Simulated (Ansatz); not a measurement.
## W on the 1x1 (100) surface of monoclinic HfO2 (cut with top plane 2 O), one in a 1x1 cell, started at the site 'hollow O-O-O'

Host crystal: monoclinic HfO2, with a band gap (PBE, scalar-relativistic without spin-orbit coupling).

Level of theory: PBE (plane waves to 420 eV, PAW; Ansatz, a first-principles code).

Model: 25-atom slab, 9.3 Å thick at the start under the adsorbate (thin: gaps and levels are the slab's own), 4x4x1 mesh, Fermi-Dirac 0.01 eV, dipole correction, 12 atoms held, the rest relaxed; no symmetry held; spin-polarised, ending with about 4.0 μB a cell; orders that need a larger cell were not tried, no spin-orbit, no U, no dispersion correction. At the end it is bonded to 4 Hf + 2 O. In PBE it is, or lies within 0.03 eV of, the lowest of the starts that converged.

```json
{
 "adsorption energy against an atom of bcc W": "551 kJ/mol",
 "gap_of_the_slab_on_its_k_mesh": "0.13 eV",
 "highest_filled_level_below_the_top_vacuum_level": "4.12 eV",
 "change_of_the_step_from_the_bottom_to_the_top_vacuum_level_against_the_clean_slab": "-0.25 eV",
 "energy_released_by_relaxation": "2.03 eV",
 "height of the binding atom over the mean of the host atoms within 0.3 Å of the top one": "0.738 Å",
 "magnetic_moment_of_the_cell": "4.00 μB",
 "nearest_host_atoms_of_the_binding_atom": "O at 1.99 Å, O at 2.10 Å, Hf at 3.00 Å",
 "largest_move_of_a_host_atom": "0.58 Å",
 "caution": "the clean host was not checked against rearrangement in a larger or rattled cell",
 "note": "in the relaxation the adsorbate left its starting site by 1.0 Å",
 "cost": "around 60 core-minutes (rough)"
}
```

A negative adsorption energy means that the adsorbate is more stable on the surface than in its reference.
